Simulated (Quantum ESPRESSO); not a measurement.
Habitual settings against a tight run: Nb₆OsAu (Pm-3, 8 atoms in the cell)

Self-consistent single point.

```
Nb6OsAu
1.0
    5.17967     0.00000     0.00000
    0.00000     5.17967     0.00000
    0.00000     0.00000     5.17967
Nb Os Au
6 1 1
Direct
  0.00000   0.50000   0.75499
  0.00000   0.50000   0.24501
  0.75499   0.00000   0.50000
  0.24501   0.00000   0.50000
  0.50000   0.75499   0.00000
  0.50000   0.24501   0.00000
  0.00000   0.00000   0.00000
  0.50000   0.50000   0.50000
```

Computed with LDA (PW92), PseudoDojo standard norm-conserving (LDA) pseudopotentials (plane waves; Quantum ESPRESSO).

Base settings: ecutwfc = 85 Ry; occupations = smearing; smearing = marzari-vanderbilt; degauss = 0.019992 Ry; potentials = {Nb: Nb.upf, Os: Os.upf, Au: Au.upf}; K_POINTS = automatic 5 5 5 0 0 0; conv_thr = 1e-09 Ry; mixing_beta = 0.4.

Tight run (finer mesh or higher cutoff; not a proven limit): ecutwfc: 85 Ry → 119 Ry; conv_thr: 1e-09 Ry → 7.3e-11 Ry; K_POINTS: automatic 5 5 5 0 0 0 → automatic 7 7 7 0 0 0. It gave Fermi level (on the code's own zero) 19.08 eV; pressure -8.90 GPa; largest force (vector length) 0.129 eV/Å.

Quick runs, as changes from the base:
- A: the base itself
- B: ecutwfc: 85 Ry → 51 Ry; smearing: marzari-vanderbilt → fermi-dirac; K_POINTS: automatic 5 5 5 0 0 0 → automatic 1 1 1 1 1 1; potentials: PseudoDojo standard norm-conserving (PBESOL) [PBEsol]
- C: ecutwfc: 85 Ry → 51 Ry; K_POINTS: automatic 5 5 5 0 0 0 → automatic 6 6 6 1 1 1
- D: degauss: 0.019992 Ry → 0.036749 Ry; K_POINTS: automatic 5 5 5 0 0 0 → automatic 4 4 4 1 1 1
- E: ecutwfc: 85 Ry → 42 Ry; K_POINTS: automatic 5 5 5 0 0 0 → automatic 2 2 2 0 0 0

Energies are extrapolated to zero smearing width, which holds to low order in the width alone (under cold and Methfessel-Paxton smearing the free energy itself is taken).

Dashes: energy of B, another energy zero; time of B, under 30 s.

† marks runs with another functional, U, potentials or spin treatment: their distance from the tight run is not a convergence error alone.

The count of work is k-points × plane waves × bands × iterations; it is no time. Core times come from one kind of shared machine and are given to one figure; runs under 30 s give none.

The starting cell comes from a database of computed structures (which also holds hypothetical and non-ambient phases and stackings), without a prior relaxation at this level. Its lattice was rescaled by a random factor within 2.5 % of one. Spin polarisation is off. In the base run, with a pressure of about -9 GPa the cell is away from its equilibrium volume at this level.

```csv
run,energy less tight (meV/atom),pressure less tight (GPa),largest miss in a force vector (eV/Å),count of work / tight,core time / tight (rough)
A,6.6,0.21,0.058,0.24,0.3
B†,–,0.16,0.680,0.011,–
C,423.1,-20.66,0.010,0.11,0.1
D,19.9,0.45,0.057,0.087,0.09
E,1663.1,-52.88,0.276,0.033,0.06
```

Among the runs at the tight run's level, the energy misses run from 6.6 to 1663.1 meV/atom.

Left out of this page: 1 run of the series outside the window shown, repeating another row's setting, or not comparable.
